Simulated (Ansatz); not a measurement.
Start from CdTe in the zinc blende structure (space group F-43m, No. 216; a = 6.489 Å).

Now apply this change: a hydrostatic pressure of 0.3 GPa.

Levels (all Ansatz, a program for electronic structure, PAW): PBEsol (420 eV, without spin-orbit coupling); r2SCAN (500 eV, without spin-orbit coupling).

The geometry is relaxed with PBEsol.

| Property | Value |
|---|---|
| PBEsol lowest conduction level above the VBM at special points | Γ 0.67 eV; L 1.74 eV; X 2.50 eV; U 2.82 eV |
| PBEsol electron mass | 0.056 mₑ (at Γ) |
| PBEsol hole mass | 0.057, 0.51, 0.51 mₑ (at Γ) |

Predict the lowest conduction level above the VBM at special points, electron mass and hole mass from r2SCAN.

The lowest conduction level above the VBM at special points goes from Γ 0.67 eV; L 1.74 eV; X 2.50 eV; U 2.82 eV to Γ 1.29 eV; L 2.25 eV; X 2.89 eV; U 3.23 eV; the electron mass becomes 0.095 mₑ (at Γ) (PBEsol: 0.056 mₑ (at Γ)); the hole mass (degenerate bands, along [100]) becomes 0.098, 0.51, 0.51 mₑ (at Γ) (PBEsol: 0.057, 0.51, 0.51 mₑ (at Γ)).

Single points use the geometry relaxed with PBEsol. Their cutoffs differ, which shifts pressures a little. With Te present, leaving out spin-orbit coupling can change the band edges. The levels and masses belong to the bands next to the band gap. Load acts through the strain it causes; cell and atoms are relaxed under it. Masses are band curvatures over ±0.01 Å⁻¹ around the edge. Whether these cells are dynamically stable was not tested.
